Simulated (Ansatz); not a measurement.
## MgB₂ (space group I4/mmm, No. 139; a hypothetical phase, not in the database extracts checked)

```
MgB2
1.0
   -1.33239     1.33239     4.17414
    1.33239    -1.33239     4.17414
    1.33239     1.33239    -4.17414
Mg B
1 2
Direct
  0.00000   0.00000   0.00000
  0.28327   0.28327   0.00000
  0.71673   0.71673   0.00000
```

Method: Kohn–Sham DFT with the PBEsol functional, run in Ansatz (a quantum-chemistry and plane-wave program) with PAW and 420 eV plane waves, scalar-relativistic without spin-orbit coupling. Settings: 24×24×24 k-points, 0.05 eV Fermi–Dirac smearing.

```json
{
  "volume_per_atom": "9.88 Å³",
  "density": "2.57 g/cm³",
  "band_gap": "zero",
  "total_energy": "-738.214 eV/atom (σ→0; compares only within this code and set-up)"
}
```

No phonon test of stability was made. All final runs are without spin polarisation.
